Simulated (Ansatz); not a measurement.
HfO2: isotropic strain −0.52 %

Start from HfO$_{2}$ (space group P2_1/c, No. 14; a = 5.1612 Å, b = 5.2118 Å, c = 5.3523 Å, α = γ = 90.00°, β = 99.66°).

Now apply this change: an isotropic linear strain of −0.52 %; the atoms relax in the strained cell.

All numbers come from PBE/PAW in Ansatz (a quantum-chemistry and plane-wave program), no spin-orbit coupling. k-mesh 5×5×5 (Γ-centred); smearing 0.05 eV (Fermi–Dirac).

```tsv
quantity	base	changed	shift
volume per atom	11.83 Å³	11.64 Å³	-0.184 Å³
space group	P2_1/c (No. 14)	P2_1/c (No. 14)	–
energy relative to the base (free energy F)	0 meV/atom	+1.9 meV/atom	+1.9 meV/atom
band gap	4.04 eV	4.04 eV	0.00 eV
gap character	indirect, Γ → Y₂	indirect, Γ → Y₂	–
smallest direct gap	4.12 eV	4.12 eV	0.00 eV
mean gap deformation potential ΔEg/Δln V	–	+0.1 eV	–
width of the top valence band	0.73 eV	0.74 eV	+0.001 eV
valence-band top at Γ (three highest levels, from the VBM)	0.00, -0.21, -0.50 eV	0.00, -0.21, -0.52 eV	–
largest internal atomic displacement	–	0.029 Å	–
```

With Hf present, leaving out spin-orbit coupling can change the band edges. Stability against distortions was not tested.
